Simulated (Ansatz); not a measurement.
Base system: Hf in the hcp (Mg type) structure (space group P6_3/mmc, No. 194; a = 3.198 Å, c = 5.049 Å; relaxed with 0.1 eV smearing). Axes: x lies along a and z along c of the hexagonal cell.

Level of theory: Kohn–Sham DFT with the r2SCAN functional, run in Ansatz (a program for electronic structure) with PAW and 500 eV plane waves, no SOC.

Strains are applied to the cell and any free atomic positions relax.

One change was made to it. Results:

The energy grows by 3.1 meV/atom; the pressure (mean of the normal stresses, compression positive) goes from zero to -1.6 GPa.

Q: Which change produced these results?
A. uniaxial strain ε_zz = +3.00 %
B. uniaxial strain ε_zz = +2.00 %
C. uniaxial strain ε_zz = +1.50 %
D. uniaxial strain ε_zz = +2.50 %

A: C, uniaxial strain ε_zz = +1.50 %. For comparison, the energy relative to the base in the other runs: uniaxial strain ε_zz = +2.00 % gives +5.5 meV/atom; uniaxial strain ε_zz = +3.00 % gives +12 meV/atom; uniaxial strain ε_zz = +2.50 % gives +8.6 meV/atom.

Stability against distortions was not tested. The final runs are not spin-polarised.
